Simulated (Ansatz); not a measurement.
Band structure of GaSe (P6_3/mmc, 8 atoms in the cell).

```
CELL_PARAMETERS angstrom
      3.81030     0.00000     0.00000
     -1.90515     3.29981     0.00000
      0.00000     0.00000    16.69087
ATOMIC_POSITIONS crystal
  Ga 0.33333 0.66667 0.17614
  Ga 0.66667 0.33333 0.82386
  Ga 0.66667 0.33333 0.67614
  Ga 0.33333 0.66667 0.32386
  Se 0.33333 0.66667 0.60613
  Se 0.66667 0.33333 0.39387
  Se 0.66667 0.33333 0.10613
  Se 0.33333 0.66667 0.89387
```

Computed with PBE (plane waves, PAW; Ansatz, an electronic-structure program).

Settings: basis.ecutwfc = 30.9 Ry; kpoints.mp_grid.grid = 5 5 1; hamiltonian.xc = pbe; hamiltonian.pseudopotentials = {kind: paw} (the program's default PAW files); scf.occupations.method = fixed; kpoints.band_path.npoints = 6.

The starting cell comes from a database of computed structures (which also holds hypothetical and non-ambient phases and stackings), without a prior relaxation at this level. Its lattice was rescaled by a random factor within 2.5 % of one.

Task: Predict the gap along the standard path and the places of the band edges.

Result: The gap along the path is 0.93 eV, direct at Γ to within 0.01 eV.

Levels in eV from the top of the valence band on the path, bands 55 to 62:
```
point     55     56     57     58    59    60    61    62
-----  -----  -----  -----  -----  ----  ----  ----  ----
Γ      -1.14  -1.08  -1.08   0.00  0.93  1.73  2.21  2.27
M      -2.21  -2.09  -2.06  -1.69  1.30  1.54  1.85  1.92
K      -2.06  -2.06  -2.01  -2.01  1.82  2.23  2.69  2.69
A      -1.10  -1.10  -0.69  -0.69  1.43  1.43  2.24  2.24
L      -2.25  -2.25  -1.88  -1.88  1.55  1.55  1.74  1.74
H      -2.28  -2.28  -1.83  -1.83  2.00  2.00  2.62  2.62
```

Keys are those of Ansatz 0.2.
